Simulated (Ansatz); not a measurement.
Results of LDA in Ansatz (plane waves, PAW) for CsCl-type NaF (model structure).

Run with plane-wave cutoff 500 eV, 12×12×12 k mesh, gaussian smearing 0.02 eV, scalar-relativistic PAW data made under PBE.

Cell (relaxed at this level):

```
CELL_PARAMETERS angstrom
      2.73804     0.00000     0.00000
      0.00000     2.73804     0.00000
      0.00000     0.00000     2.73804
ATOMIC_POSITIONS crystal
  Na 0.00000 0.00000 0.00000
  F  0.50000 0.50000 0.50000
```

Estimate the band gap that the calculation returns.


band gap: 6.20 eV (on the SCF k mesh)

Note: the relaxation could raise the start's symmetry but not lower it, so the cell can be a saddle point.

The computed numbers hold no vibrational or temperature effects.

The result took around 6 core-seconds (rough).

A model structure was made by putting elements into a prototype or built by hand; it is no filed structure, need not be a known phase, and can be a saddle point held by its symmetry.

Ansatz is a first-principles code.
